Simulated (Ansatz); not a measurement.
GaN in the wurtzite structure (space group P6_3mc, No. 186)

```cif
data_Ga2N2
_chemical_formula_sum 'Ga2 N2'
_space_group_name_H-M_alt 'P63mc'
_space_group_IT_number 186
_space_group_name_Hall 'P 6c -2c'
_cell_length_a 3.21861
_cell_length_b 3.21861
_cell_length_c 5.24355
_cell_angle_alpha 90.000
_cell_angle_beta 90.000
_cell_angle_gamma 120.000
loop_
_atom_site_label
_atom_site_type_symbol
_atom_site_symmetry_multiplicity
_atom_site_Wyckoff_symbol
_atom_site_fract_x
_atom_site_fract_y
_atom_site_fract_z
_atom_site_occupancy
Ga1 Ga 2 b 0.66667 0.33333 0.00096 1
N1 N 2 b 0.33333 0.66667 0.12424 1
```

All numbers come from PBE/PAW in Ansatz (a quantum-chemistry and plane-wave program), without spin-orbit coupling, earlier PAW set. Γ-centred 12×12×6 mesh, Fermi–Dirac width 0.05 eV.

The volume per atom is 11.76 Å³ and the density is 5.91 g/cm³. The band gap is 1.71 eV, direct at Γ. The electron mass comes out as 0.14 mₑ along c, 0.16 mₑ across. The lowest conduction-band minima above the VBM comes out as Γ 1.71 eV and the total energy is -2083.962 eV/atom (σ→0; compares only within this code and set-up).

Effective masses come from finite differences of ±0.01 Å⁻¹. Whether these cells are dynamically stable was not tested.
